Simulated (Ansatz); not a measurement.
We consider VBi2Te4 (model structure, started from the MnBi2Te4 type, R-3m, No. 166, 7 atoms in the cell), described by PBE (PAW; Ansatz, a quantum-chemistry and plane-wave program).

Numerical settings: plane-wave cutoff 520 eV, 10×10×10 k mesh, Fermi–Dirac smearing 0.01 eV, spin-polarised with parallel moments, scalar-relativistic PAW data made under PBE.

Cell (relaxed at this level):

```cif
data_Bi2Te4V
_chemical_formula_sum 'V1 Bi2 Te4'
_space_group_name_H-M_alt 'P 1'
_space_group_IT_number 1
_cell_length_a 14.49574
_cell_length_b 14.49574
_cell_length_c 14.49574
_cell_angle_alpha 17.179
_cell_angle_beta 17.179
_cell_angle_gamma 17.179
loop_
_space_group_symop_operation_xyz
  'x, y, z'
loop_
_atom_site_label
_atom_site_type_symbol
_atom_site_fract_x
_atom_site_fract_y
_atom_site_fract_z
_atom_site_occupancy
V1 V 0.00000 0.00000 0.00000 1
Bi1 Bi 0.58200 0.58200 0.58200 1
Bi2 Bi 0.41800 0.41800 0.41800 1
Te1 Te 0.87455 0.87455 0.87455 1
Te2 Te 0.12545 0.12545 0.12545 1
Te3 Te 0.69990 0.69990 0.69990 1
Te4 Te 0.30010 0.30010 0.30010 1
```
Starting moments (μB, in the order of the record's atoms V Bi Bi Te Te Te Te): 2.0 0.0 0.0 0.0 0.0 0.0 0.0.

Q: What does this level give for the band gap and Γ–Γ gap?

A: 
* **band gap**: 0.12 eV (on the SCF k mesh)
* **Γ–Γ gap**: 0.44 eV

Note: the magnetic order was assumed, not searched for or taken from measurement; the relaxation could raise the start's symmetry but not lower it, so the cell can be a saddle point; the cell has widely spaced layers and the level no dispersion term, so their spacing and the moduli can rest on weak binding.

Spin–orbit coupling is not included; it can close the smallest gap of 0.12 eV.

Computed values are for the static lattice.

A model structure was made by putting elements into a prototype or built by hand; it is no filed structure, need not be a known phase, and can be a saddle point held by its symmetry.
